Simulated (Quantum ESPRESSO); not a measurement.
Quantum ESPRESSO run on WSe2 (P3m1, 6 atoms in the cell): self-consistent single point.

Method: PBEsol, PSlibrary PAW (PBE) pseudopotentials (plane waves; Quantum ESPRESSO).

```
WSe2
1.0
    1.64820    -2.85477     0.00000
    1.64820     2.85477     0.00000
    0.00000     0.00000    13.02480
W Se
2 4
Direct
  0.33333   0.66667   0.25384
  0.66667   0.33333   0.75000
  0.33333   0.66667   0.87900
  0.66667   0.33333   0.37900
  0.66667   0.33333   0.12100
  0.33333   0.66667   0.62100
```

Reference input (self-consistent single point, DFT, PBEsol, plane waves, GBRV 1.5 ultrasoft (PBESOL) pseudopotentials): ecutwfc = 40 Ry; ecutrho = 320 Ry; occupations = smearing; smearing = fd; degauss = 0.0036749 Ry; potentials = {W: w_pbesol_v1.2.uspp.F.UPF, Se: se_pbesol_v1.uspp.F.UPF}; K_POINTS = automatic 3 3 1 0 0 0; conv_thr = 1e-09 Ry. This run's input differs from it in these lines:

```diff
@@ -12,4 +12,4 @@
     ntyp = 2
-    ecutwfc = 40
-    ecutrho = 320
+    ecutwfc = 25
+    ecutrho = 225
     occupations = 'smearing'
@@ -17,2 +17,3 @@
     degauss = 0.0036749
+    input_dft = 'pbesol'
 /
@@ -22,4 +23,4 @@
 ATOMIC_SPECIES
-W    183.8400  w_pbesol_v1.2.uspp.F.UPF
-Se    78.9710  se_pbesol_v1.uspp.F.UPF
+W    183.8400  W.pbe-spn-kjpaw_psl.1.0.0.UPF
+Se    78.9710  Se.pbe-n-kjpaw_psl.1.0.0.UPF
 CELL_PARAMETERS {angstrom}
```

Log, with long lists cut:

```
     Self-consistent Calculation

     iteration #  1     ecut=    25.00 Ry     beta= 0.70

     Threshold (ethr) on eigenvalues was too large:
     Diagonalizing with lowered threshold

     total energy              =   -2245.99885259 Ry
     estimated scf accuracy    <       0.17281083 Ry

     iteration #  2     ecut=    25.00 Ry     beta= 0.70

     negative rho (up, down):  3.484E-03 0.000E+00

     total energy              =   -2245.93394682 Ry
     estimated scf accuracy    <       0.63950733 Ry

     iteration #  3     ecut=    25.00 Ry     beta= 0.70

     negative rho (up, down):  4.451E-02 0.000E+00

     total energy              =   -2246.07031867 Ry
     estimated scf accuracy    <       0.19829987 Ry

   [... 95 blocks of this kind left out ...]

     iteration # 99     ecut=    25.00 Ry     beta= 0.70

     negative rho (up, down):  2.495E+02 0.000E+00

     total energy              =    -489.96368389 Ry
     estimated scf accuracy    <    1068.74005608 Ry

     iteration #100     ecut=    25.00 Ry     beta= 0.70

     negative rho (up, down):  2.482E+02 0.000E+00

     total energy              =    -476.35817596 Ry
     estimated scf accuracy    <    1059.98112252 Ry
     End of self-consistent calculation

     convergence NOT achieved after 100 iterations: stopping

   JOB DONE.
```

The run ended unconverged after 100 iterations. 

The starting cell has typed, rounded lattice constants, without a prior relaxation at this level. Its lattice was rescaled by up to half a per cent. One atom was moved a little off its site on purpose.

Cost on one core of a shared machine: roughly 5 min.
